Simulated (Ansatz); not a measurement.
The parent structure is MgS in the rock salt structure (space group Fm-3m, No. 225).

Space group Fm-3m (No. 225); a = b = c = 5.155 Å, α = β = γ = 90.00°

```csv
atom,site,symmetry,x,y,z
Mg,4b,m-3m,0.5000,0.5000,0.5000
S,4a,m-3m,0.0000,0.0000,0.0000
```
(The calculation used a cell of 2 atoms; values per cell refer to that cell.)

Method: Kohn–Sham DFT with the PBE-D3(BJ) functional, run in Ansatz (a quantum-chemistry and plane-wave program) with PAW and 420 eV plane waves, without spin-orbit coupling.

Carriers are added at fixed cell with a uniform background; the Fermi–Dirac width is that of 300 K.

One change was made to it. Results:

```csv
quantity,base,after
gap between the host's bands,2.85 eV,2.88 eV
Fermi level relative to the doped band's edge (positive inside the band; to 0.05 eV),–,+0.10 eV
gap character,"indirect, Γ → X","indirect, Γ → X"
```

Question: Which change produced these results?
A. holes 1.0×10^21 cm⁻³
B. electrons 5.0×10^21 cm⁻³
C. holes 5.0×10^21 cm⁻³
D. electrons 1.5×10^21 cm⁻³
E. electrons 1.0×10^21 cm⁻³

Answer: A, holes 1.0×10^21 cm⁻³. For comparison, the Fermi level from band edge in the other runs: electrons 5.0×10^21 cm⁻³ gives +1.05 eV; electrons 1.5×10^21 cm⁻³ gives +0.55 eV; holes 5.0×10^21 cm⁻³ gives +0.30 eV; electrons 1.0×10^21 cm⁻³ gives +0.45 eV.

Carriers are added with a uniform compensating background; total energy and stress of such cells depend on the potential's zero and are not compared; many-body gap narrowing is missing at this level. Whether these cells are dynamically stable was not tested. The base started in Pnma and relaxed to Fm-3m at this level.
